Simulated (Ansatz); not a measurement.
Ansatz (a quantum-chemistry and plane-wave program) run on MgZrF6 (Cm, 8 atoms in the cell): self-consistent single point.

Computed with LDA (PW92), default PAW files made with PBE (plane waves; Ansatz).

The change in words: 1 x 1 x 1 supercell, one F atom moved by 0.02 angstrom along z; scf.occupations.method: fixed → fermi_dirac; scf.occupations.width: default → 0.05 eV. Reference geometry:
```
CELL_PARAMETERS angstrom
      0.00000     4.00795     4.00795
      4.00795     0.00000     4.00795
      4.00795     4.00795     0.00000
ATOMIC_POSITIONS crystal
  Mg 0.50000 0.50000 0.50000
  Zr 0.00000 0.00000 0.00000
  F  0.74762 0.25238 0.25238
  F  0.25238 0.74762 0.74762
  F  0.25238 0.74762 0.25238
  F  0.74762 0.25238 0.74762
  F  0.25238 0.25238 0.74762
  F  0.74762 0.74762 0.25238
```

Reference input (self-consistent single point, DFT, LDA (PW92), plane waves, default PAW files made with PBE): basis.ecutwfc = 420 eV; kpoints.mp_grid.grid = 6 6 6; hamiltonian.xc = lda; hamiltonian.pseudopotentials = {kind: paw} (the program's default PAW files); scf.occupations.method = fixed. This run's input differs from it in these lines:

```diff
@@ -11,3 +11,3 @@
     - { symbol: F, position: [0.252380, 0.747620, 0.747620] }
-    - { symbol: F, position: [0.252380, 0.747620, 0.252380] }
+    - { symbol: F, position: [0.254875, 0.750115, 0.249885] }
     - { symbol: F, position: [0.747620, 0.252380, 0.747620] }
@@ -26,3 +26,4 @@
   occupations:
-    method: fixed
+    method: fermi_dirac
+    width: 0.05
 output:
```

Output (repeated stretches shortened):

```
SCF iter   1: F=—  HF=-10754.370133 eV  |F-HF|=—  |Δ(HF+E_count)|=         —  Δρ=1.80e-2  dr2=3.01e-1  ethr=1.77e-3  ⟨swp⟩=6.1  Hψ=10778  notcnv=0  defer=4
all-band conjugate gradients solve this SCF's bands
preconditioner: auto → Resta (q_TF=auto, 2.428 Å⁻¹)
SCF iter   2: F=—  HF=-10754.289690 eV  |F-HF|=—  |Δ(HF+E_count)|=   8.04e-2  Δρ=5.55e-3  dr2=1.73e-2  ethr=4.70e-4  ⟨swp⟩=2.0  Hψ=5159  notcnv=0  defer=193
   [... lines left out ...]
SCF iter   5: F=—  HF=-10754.283207 eV  |F-HF|=—  |Δ(HF+E_count)|=   4.61e-7  Δρ=3.85e-5  dr2=2.93e-6  ethr=1.15e-7  ⟨swp⟩=1.1  Hψ=2627  notcnv=0  defer=193
SCF iter   6: F=—  HF=-10754.283210 eV  |F-HF|=—  |Δ(HF+E_count)|=   2.40e-6  Δρ=1.59e-5  dr2=4.00e-7  ethr=4.57e-9  ⟨swp⟩=2.4  Hψ=4083  notcnv=0  defer=193
SCF iter   7: F=—  HF=-10754.283211 eV  |F-HF|=—  |Δ(HF+E_count)|=   7.92e-7  Δρ=1.72e-5  dr2=2.43e-7  ethr=1.56e-10  ⟨swp⟩=9.6  Hψ=11707  notcnv=0
SCF iter   8: F=-10754.283211 eV  HF=-10754.283211 eV  |F-HF|=1.94e-8  |Δ(HF+E_count)|=   3.66e-9  Δρ=3.95e-6  dr2=1.89e-8  ethr=1.56e-10  ⟨swp⟩=3.3  Hψ=10246  notcnv=0
SCF 1 converged in 8 iterations: F = -10754.283211 eV  dr2 = 1.89e-8
Free energy (F): -10754.283211 eV
Internal energy: -10754.283211 eV  (E = F + TS)
E sigma→0 (E₀):  -10754.283211 eV
Fermi energy:    2.636993 eV
--- Forces (eV/Å), atoms counted from 1 ---
  atom   1  Mg     0.00000000    -0.00047915     0.00431994
  atom   2  Zr     0.00000000     0.00097536     0.00954189
  atom   3  F     -0.37079755     0.00000758    -0.00376239
  atom   4  F      0.37079755     0.00000758    -0.00376239
  atom   5  F      0.00000000    -0.37148326    -0.04292214
  atom   6  F      0.00000000     0.37101953     0.00422984
  atom   7  F      0.00000000    -0.01896997    -0.35466826
  atom   8  F      0.00000000     0.01892553     0.38699538
--- Stress (GPa, compression-positive) ---
       -4.949307       0.000000       0.000000
        0.000000      -4.952368      -0.032012
        0.000000      -0.032012      -4.949570
  P = ⅓ Tr σ = -4.9504 GPa (-49.504 kbar)
  The stress holds the Pulay correction. Without it, at fixed plane waves, as pw.x and ABINIT print it: P = -5.7234 GPa
```

The run converged in 8 iterations. Against the reference run the free energy is nearly the same (within 1 meV/atom), the pressure stays at -4.95 GPa, the largest force goes from 0.371 to 0.387 eV/Å and the gap on the mesh moves little (6.716 to 6.711 eV).

The starting cell comes from a database of computed structures (which also holds hypothetical and non-ambient phases and stackings), without a prior relaxation at this level. Its lattice was rescaled by up to half a per cent. For this run, on top of that: 1 x 1 x 1 supercell, one F atom moved by 0.02 angstrom along z. With a pressure of about -5 GPa the cell is away from its equilibrium volume at this level. Ansatz's pressure includes its estimate of the finite-basis (Pulay) stress. Without the estimate this run gives -5.72 GPa.

Cost on one core of a shared machine: roughly 30 s.

Keys are those of Ansatz 0.2.
